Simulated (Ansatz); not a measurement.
Base system: KTaO3 in the cubic perovskite structure (space group Pm-3m, No. 221; a = 3.9520 Å).

Calculations: LDA (Ansatz, a program for electronic structure), without spin-orbit coupling.

Base values:

Width of the top valence band: 1.09 eV

It is then changed as follows: every lattice vector is shortened by 2.40 %; the atoms relax in the strained cell.

Problem. Estimate the effect on the mean gap deformation potential ΔEg/Δln V, energy relative to the base and width of the top valence band.

Solution. The mean gap deformation potential ΔEg/Δln V comes out as -1.9 eV; the energy rises by 47 meV/atom; the width of the top valence band increases by 0.084 eV (1.09 eV → 1.18 eV).

Spin-orbit coupling, missing from the scalar runs, can matter with Ta. Whether these cells are dynamically stable was not tested.
